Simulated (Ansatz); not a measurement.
**A computed series for Sc: response to strain**

Consider Sc in the hcp (Mg type) structure (space group P6_3/mmc, No. 194; a = 3.275 Å, c = 5.105 Å; relaxed with 0.1 eV smearing). Axes: x lies along a and z along c of the hexagonal cell.

Strains are applied to the cell and any free atomic positions relax.

Calculations: PBEsol (Ansatz, an electronic-structure program; PAW; 420 eV plane waves; spin-orbit coupling left out).

Notes on the quantities. energy relative to the base: free energy F.

| case | volume per atom | energy relative to the base |
|---|---|---|
| base | 23.71 Å³ | 0 meV/atom |
| uniaxial strain ε_zz = −3.00 % | 23.00 Å³ | +7.2 meV/atom |
| uniaxial strain ε_zz = −2.00 % | 23.24 Å³ | ? |
| uniaxial strain ε_zz = −1.50 % | 23.36 Å³ | +1.8 meV/atom |
| uniaxial strain ε_zz = −1.00 % | 23.48 Å³ | +0.8 meV/atom |
| uniaxial strain ε_zz = −0.50 % | 23.60 Å³ | +0.2 meV/atom |
| uniaxial strain ε_zz = +0.50 % | 23.83 Å³ | +0.2 meV/atom |
| uniaxial strain ε_zz = +1.00 % | 23.95 Å³ | +0.8 meV/atom |
| uniaxial strain ε_zz = +1.50 % | 24.07 Å³ | ? |
| uniaxial strain ε_zz = +2.50 % | 24.31 Å³ | +4.6 meV/atom |

Q: What belongs in the blanks?

A: 
- uniaxial strain ε_zz = −2.00 %, energy relative to the base: +3.2 meV/atom
- uniaxial strain ε_zz = +1.50 %, energy relative to the base: +1.7 meV/atom

Whether these cells are dynamically stable was not tested. The final runs are not spin-polarised.
